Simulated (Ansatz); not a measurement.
Start from MgTe in the zinc blende structure (space group F-43m, No. 216; a = 6.4393 Å). Axes: x, y, z lie along the cube axes.

All numbers come from PBEsol (Ansatz, a program for electronic structure; PAW; 420 eV plane waves; spin-orbit coupling left out).

One thing is altered: an isotropic linear strain of −1.50 %; the atoms relax in the strained cell.

Task: Predict the stress tensor and what it implies for the stiffness.

Result: Stress of the strained cell less that of the base (GPa, compression positive):
```
   1.80    0.00    0.00
   0.00    1.80    0.00
   0.00    0.00    1.80
```

Then B = −ΔP/(ΔV/V₀) with ΔV/V₀ = -0.0443 gives secant stiffness values (nonlinear terms included at this strain): B ≈ 41 GPa.

As a check, the harmonic strain energy −½ V₀ Δσ:ε is 8.4 meV/atom; the computed energy rise is 7.9 meV/atom.

Whether these cells are dynamically stable was not tested.
